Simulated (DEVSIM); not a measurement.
Ge p-i-n diode

Structure: Ge p-i-n diode, at 300 K.

```tsv
layer (left to right)	material	thickness (μm)	Nd (cm⁻³)	Na (cm⁻³)	τn (s)	τp (s)
1	Ge	1.80	-	3.2e17	3.9e-7	3.9e-7
2	Ge	29.0	3.9e13	-	3.9e-7	3.9e-7
3	Ge	1.20	3.3e17	-	3.9e-7	3.9e-7
```

Left contact: ohmic. Right contact: ohmic. Voltage is applied to the left contact. Recombination: SRH at mid-gap, radiative, Auger. Mobility is μmin + (μ − μmin)/(1 + (N/Nref)^α).

Constants are typed, rounded textbook-type inputs, not results; the design itself was drawn at random and stands for no fabricated device. Values at 300 K.

| parameter | Ge |
|---|---|
| gap (eV) | 0.664 |
| affinity (eV) | 4 |
| permittivity | 16 |
| Nc (cm⁻³) | 1.04e19 |
| Nv (cm⁻³) | 6e18 |
| μn (cm²/Vs) | 3900 |
| μp (cm²/Vs) | 1900 |
| μn,min | 150 |
| μp,min | 100 |
| Nref,n | 2.6e17 |
| Nref,p | 4e17 |
| αn | 0.56 |
| αp | 0.6 |
| B (cm³/s) | 6.4e-14 |
| Cn (cm⁶/s) | 1e-31 |
| Cp (cm⁶/s) | 1e-31 |

DEVSIM, 1D drift-diffusion, Boltzmann statistics, complete ionisation; no tunnelling, impact ionisation, image-force lowering or self-heating.

```
Quantity                                         Value
---------------------------------------------  -------
Potential step across the device at zero bias  0.499 V
Dark forward voltage at 1 A/cm²                0.210 V
Dark forward voltage at 100 A/cm²              0.371 V
```

Dark forward current:

(V (V), J (A/cm²)): (0.05, 0.018); (0.10, 0.072); (0.15, 0.23); (0.20, 0.76); (0.25, 2.9); (0.30, 13); (0.35, 57); (0.40, 230); (0.45, 700); (0.50, 1700); (0.55, 3500)
